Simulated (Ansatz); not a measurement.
Functionals compared on a constructed model of the (110) surface of bcc Nb, a pseudomorphic layer of Ir in the host's stacking (bottom of the slab: a bare face, its two planes held), in Ansatz (plane waves, PAW). The structure was relaxed with PBE; the other rows are single points on it. Cutoff 420 eV (500 eV for r2SCAN).

Slab: 7 atoms, 14.4 Å thick at the start; k 14x14x1, smearing 0.1 eV, dipole-corrected; 2 atoms held, the rest relaxed; symmetry of the start imposed; no spin, no spin-orbit, no U. It is one candidate, not shown to be the stable structure of the face. These notes are the PBE run's.

```csv
functional,work function of the top face (eV),rough cost of the single point
PBE,4.72,–
RPBE,(withheld),about 90 core-seconds (a rough figure)
r2SCAN,4.69,very roughly 2.2 core-minutes
```

Question: Fill in the missing entries.

Answer: 
- RPBE, work function of the top face (eV): 4.56

Ansatz is a program for electronic structure.
